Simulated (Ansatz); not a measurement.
## Element substitutions in Sn

The reference is Sn (space group I4_1/amd, No. 141).

```
Sn
1.0
   -2.94311     2.94311     1.59186
    2.94311    -2.94311     1.59186
    2.94311     2.94311    -1.59186
Sn
2
Cartesian
  0.00000   2.94311   0.79593
  0.00000   0.00000   0.00000
```

Each row replaces one element on all its sites; cell and atoms are relaxed.

Calculations: r2SCAN (Ansatz, a quantum-chemistry and plane-wave program), without spin-orbit coupling.

| case | density | c/a ratio | shortest interatomic distance |
|---|---|---|---|
| base | 7.15 g/cm³ | 0.541 | 3.049 Å |
| Sn → Ti | 4.63 g/cm³ | 0.566 | 2.572 Å |
| Sn → Zn | 6.61 g/cm³ | 0.478 | 2.467 Å |
| Sn → Ru | 11.03 g/cm³ | 0.596 | 2.438 Å |
| Sn → Ir | 20.07 g/cm³ | 0.569 | 2.505 Å |

Whether these cells are dynamically stable was not tested. As relaxed here, Ti, Zn, Ru and Ir are hypothetical phases, not in the database extracts checked. All final runs are without spin polarisation.
